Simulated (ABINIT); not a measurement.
**Worked example: self-consistent single point of Cl₂ (Cmce, 4 atoms in the cell) in ABINIT**

Level of theory: PBE, PAW (JTH v2.0 PBE PAW) (plane waves; ABINIT 10.0.3).

The input file:

```
# Cl2, JTH v2.0 PBE PAW
pp_dirpath "./"
pseudos "Cl.GGA_PBE-JTH.xml"
acell 7.2208279936 7.2208279936 15.7242164412
rprim
         0.8459721062   -0.5332271519    0.0000000000
         0.8459721062    0.5332271519    0.0000000000
         0.0000000000    0.0000000000    1.0000000000
natom 4
ntypat 1
znucl 17
typat 1 1 1 1
xcart
         6.1086190664   -2.9684593178    9.5092198928
         6.1086190664    2.9684593178    6.2149965484
         6.1086190664   -0.8818822276    1.6471116722
         6.1086190664    0.8818822276   14.0771047690
ecut 26
pawecutdg 52
pawxcdev 0
ixc 11
occopt 3
tsmear 0.00183747
nband 19
kptopt 1
ngkpt 9 9 4
nshiftk 1
shiftk 0 0 0
nstep 50
tolvrs 1.0e-10
prtwf 0
prtden 0
enunit 1
```

Output (repeated stretches shortened):

```
 Symmetries : space group Cm c a (# 64); Bravais oC (1-face-center ortho.)

 -outvars: echo values of preprocessed input variables --------
            acell      7.2208279936E+00  7.2208279936E+00  1.5724216441E+01 Bohr
             ecut      2.60000000E+01 Hartree
           enunit           1
              ixc          11
         kptrlatt        9    0    0      0    9    0      0    0    4
          kptrlen      6.28968658E+01
            natom           4
            nband          19
            ngfft          36      36      75
          ngfftdg          48      48     108
             nkpt          75
            nstep          50
             nsym           8
           ntypat           1
           occopt           3
        pawecutdg      5.20000000E+01 Hartree
         pawxcdev           0
            rprim      8.4597210620E-01 -5.3322715190E-01  0.0000000000E+00
                       8.4597210620E-01  5.3322715190E-01  0.0000000000E+00
                       0.0000000000E+00  0.0000000000E+00  1.0000000000E+00
          spgroup          64
           tolvrs      1.00000000E-10
           tsmear      1.83747000E-03 Hartree
            typat      1  1  1  1
           useylm           1
             xred      8.8548000001E-01  1.1452000002E-01  6.0475000000E-01
                       1.1452000002E-01  8.8548000001E-01  3.9525000000E-01
                       6.1452000002E-01  3.8548000001E-01  1.0475000000E-01
                       3.8548000001E-01  6.1452000002E-01  8.9525000000E-01
            znucl       17.00000

== DATASET  1 ==================================================================

 Exchange-correlation functional for the present dataset will be:
  GGA: Perdew-Burke-Ernzerhof functional - ixc=11
 Citation for XC functional:
  J.P.Perdew, K.Burke, M.Ernzerhof, PRL 77, 3865 (1996)

 Real(R)+Recip(G) space primitive vectors, cartesian coordinates (Bohr,Bohr^-1):
 R(1)=  6.1086191 -3.8503415  0.0000000  G(1)=  0.0818516 -0.1298586  0.0000000
 R(2)=  6.1086191  3.8503415  0.0000000  G(2)=  0.0818516  0.1298586  0.0000000
 R(3)=  0.0000000  0.0000000 15.7242164  G(3)=  0.0000000  0.0000000  0.0635962
 Unit cell volume ucvol=  7.3967563E+02 bohr^3
 Angles (23,13,12)=  9.00000000E+01  9.00000000E+01  6.44475218E+01 degrees

 Coarse grid specifications (used for wave-functions):

 getcut: wavevector=  0.0000  0.0000  0.0000  ngfft=  36  36  75
         ecut(hartree)=     26.000   => boxcut(ratio)=   2.05027

 Fine grid specifications (used for densities):

 getcut: wavevector=  0.0000  0.0000  0.0000  ngfft=  48  48 108
         ecut(hartree)=     52.000   => boxcut(ratio)=   2.04807

   5.26887531E+02                                ecore*ucvol(ha*bohr**3)

_setup2: Arith. and geom. avg. npw (full set) are    4684.485    4684.474

--- !BeginCycle
solver: {iscf: 17, nstep: 50, nline: 4, wfoptalg: 10, }
tolerances: {tolvrs: 1.00E-10, }
...

     iter   Etot(hartree)      deltaE(h)  residm     nres2
 ETOT  1  -60.454918806922    -6.045E+01 6.355E-02 1.155E+01
 ETOT  2  -60.491761272380    -3.684E-02 4.977E-03 9.761E-01
 ETOT  3  -60.490263008982     1.498E-03 4.915E-03 2.512E-02
 ETOT  4  -60.490327421787    -6.441E-05 2.045E-03 4.267E-03
 ETOT  5  -60.490347123932    -1.970E-05 1.518E-03 2.233E-04
 ETOT  6  -60.490348750697    -1.627E-06 7.329E-04 3.771E-05
 ETOT  7  -60.490349188184    -4.375E-07 4.130E-04 2.514E-06
 ETOT  8  -60.490349216638    -2.845E-08 4.217E-04 1.812E-07
 ETOT  9  -60.490349219274    -2.637E-09 1.660E-04 9.402E-09
 ETOT 10  -60.490349219388    -1.140E-10 1.400E-04 1.041E-09
 ETOT 11  -60.490349219400    -1.218E-11 6.812E-05 1.097E-10
 ETOT 12  -60.490349219402    -1.279E-12 6.505E-05 1.263E-11

 At SCF step   12       nres2   =  1.26E-11 < tolvrs=  1.00E-10 =>converged.

 Cartesian components of stress tensor (hartree/bohr^3)
  sigma(1 1)= -5.06730632E-05  sigma(3 2)=  0.00000000E+00
  sigma(2 2)= -8.03255027E-05  sigma(3 1)=  0.00000000E+00
  sigma(3 3)= -1.57153123E-04  sigma(2 1)=  0.00000000E+00

 ----iterations are completed or convergence reached----

 reduced coordinates (array xred) for    4 atoms
       0.885480000007      0.114520000017      0.604749999999
       0.114520000017      0.885480000007      0.395250000001
       0.614520000017      0.385480000007      0.104749999999
       0.385480000007      0.614520000017      0.895250000001
 cartesian forces (eV/Angstrom) at end:
    1     -0.00000000000000     0.39089697579666     0.75796161016596
    2      0.00000000000000    -0.39089697579666    -0.75796161016596
    3     -0.00000000000000    -0.39089697579666     0.75796161016596
    4      0.00000000000000     0.39089697579666    -0.75796161016596
 frms,max,avg= 4.9237731E-01 7.5796161E-01   0.000E+00  0.000E+00  0.000E+00 e/A
 length scales=  7.220827993600  7.220827993600 15.724216441200 bohr
              =  3.821097601362  3.821097601362  8.320896963619 angstroms
 Fermi (or HOMO) energy (eV) =   1.69047   Average Vxc (eV)=  -8.13559
 Eigenvalues (   eV  ) for nkpt=  75  k points:
 kpt#   1, nband= 19, wtk=  0.00309, kpt=  0.0000  0.0000  0.0000 (reduced coord)
 -16.64720  -16.39561  -12.44262  -11.63679   -5.41091   -4.06895   -2.32743   -2.22808
  -2.07344   -1.96806   -0.36297    0.12606    0.35995    0.49287    2.84848    3.88574
   7.17632    7.35737    9.01867
 prteigrs : prtvol=0 or 1, do not print more k-points.

--- !EnergyTerms
comment             : Components of total free energy in Hartree
kinetic             :  2.58909735239671E+01
hartree             :  1.20307197994892E+01
xc                  : -1.86521323758127E+01
Ewald energy        : -4.61093459634938E+01
psp_core            :  7.12322418910039E-01
local_psp           : -4.61455216501531E+01
spherical_terms     :  1.17826351934224E+01
internal            : -6.04903490536709E+01
'-kT*entropy'       : -3.66471064475124E-13
total_energy        : -6.04903490536713E+01
total_energy_eV     : -1.64602610792484E+03
...

-Cartesian components of stress tensor (GPa)         [Pressure=  2.8259E+00 GPa]
- sigma(1 1)= -1.49085274E+00  sigma(3 2)=  0.00000000E+00
- sigma(2 2)= -2.36325748E+00  sigma(3 1)=  0.00000000E+00
- sigma(3 3)= -4.62360374E+00  sigma(2 1)=  0.00000000E+00

 Calculation completed.
```

The run converged in 12 iterations.

The starting cell comes from a database of computed structures (which also holds hypothetical and non-ambient phases and stackings), without a prior relaxation at this level. Its lattice was rescaled by a random factor within 2.5 % of one.

Cost on one core of a shared machine: roughly 3 min.
